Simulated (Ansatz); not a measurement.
## Response to strain in hypothetical zinc blende LuP

Take LuP in the zinc blende structure (space group F-43m, No. 216; a hypothetical phase, not in the database extracts checked) as the base.

LuP is modelled in the cubic space group F-43m (No. 216), the zinc blende structure, Pearson symbol cF8. Lattice parameters: a = b = c = 6.1371 Å, α = β = γ = 90.00°. P on 4c has 4 Lu at 2.657 Å (tetrahedral). Lu on 4a is coordinated by 4 P at 2.657 Å (tetrahedral). (Neighbours: up to the widest gap in distance over summed covalent radii, below 1.35, at either atom; cation-cation and far metal-metal contacts left out.)
(The calculation used a cell of 2 atoms; values per cell refer to that cell.)

Strains are applied to the cell and any free atomic positions relax.

Calculations: Ansatz (a first-principles code), r2SCAN, PAW, cutoff 500 eV, without spin-orbit coupling.

```csv
isotropic strain (%),band gap (eV)
-2.62,1.86
-0.82,1.95
0,1.98
0.65,?
1.88,2.06
```

Question: Fit E_g = E₀ + Dε (ε in %) to the rows shown and predict the withheld row.

Answer: Least squares on the printed values gives E₀ = 1.98 eV, D = 44.2 meV per % of strain (largest residual 0.01 eV); this predicts 2.01 eV, and the run gives 2.01 eV, in agreement.

Stability against distortions was not tested.
